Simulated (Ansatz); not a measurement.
Here is the system:

```
NaI
1.0
    0.00000     3.51386     3.51386
    3.51386     0.00000     3.51386
    3.51386     3.51386     0.00000
Na I
1 1
Direct
  0.00000   0.00000   0.00000
  0.50000   0.50000   0.50000
```

No spin polarisation.

Level of theory: PBE (Ansatz, a first-principles code), no SOC. k-mesh 9×9×9 (Γ-centred); smearing 0.05 eV (Fermi–Dirac).

Q: What gap character does the calculation give?

A: Direct at Γ.

Q: What is the computed hole mass (degenerate bands, along [100])?

A: 0.51, 2.3, 2.3 mₑ (at Γ).

Spin-orbit coupling, missing from the scalar runs, can matter with I. Load acts through the strain it causes; cell and atoms are relaxed under it. Effective masses come from finite differences of ±0.01 Å⁻¹. Whether these cells are dynamically stable was not tested. The cell was made from NaI in the rock salt structure (space group Fm-3m, No. 225) by this change: pressure −2 GPa.
